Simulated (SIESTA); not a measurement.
Band structure of Ag (Fm-3m, 1 atom in the cell).

```yaml
crystal:
  lattice:
    - [0.00000, 2.04500, 2.04500]
    - [2.04500, 0.00000, 2.04500]
    - [2.04500, 2.04500, 0.00000]
  atoms:
    - { symbol: Ag, position: [0.00000, 0.00000, 0.00000] }
```

Method of the run: SIESTA with GGA PBE, numerical atomic orbitals DZP, PseudoDojo PBE standard norm-conserving potentials (rewritten from UPF to PSML).

Settings: XC.functional = GGA; XC.authors = PBE; potentials = PseudoDojo PBE standard; PAO.BasisSize = DZP; PAO.EnergyShift = 0.01 Ry; MeshCutoff = 400 Ry; kgrid.MonkhorstPack = 14 14 14; OccupationFunction = MP; OccupationMPOrder = 0; ElectronicTemperature = 0.1 eV; MaxSCFIterations = 150; SCF.Mixer.Method = Pulay; SCF.Mixer.Weight = 0.25; SCF.Mixer.History = 6.

The starting cell has typed, rounded lattice constants, without a prior relaxation at this level. Values carry the incompleteness of an atom-centred basis.

Levels in eV from the Fermi level, bands 6 to 11:
| point | 6 | 7 | 8 | 9 | 10 | 11 |
|---|---|---|---|---|---|---|
| Γ | -4.75 | -4.75 | -4.75 | -3.72 | -3.72 | 27.20 |
| X | -6.21 | -2.95 | -2.71 | -2.71 | 1.71 | 7.90 |
| W | -5.01 | -5.01 | -3.65 | -2.71 | 6.24 | 6.24 |
| K | -5.51 | -4.02 | -3.47 | -2.99 | 4.40 | 5.88 |
| L | -4.76 | -4.76 | -2.92 | -2.92 | -0.34 | 3.81 |
| U | -5.51 | -4.02 | -3.47 | -2.99 | 4.40 | 5.88 |

Bands cross the Fermi level along this path, so the cell is metallic at this level.

Higher empty bands are left out: an atom-centred basis made for the valence describes them poorly.
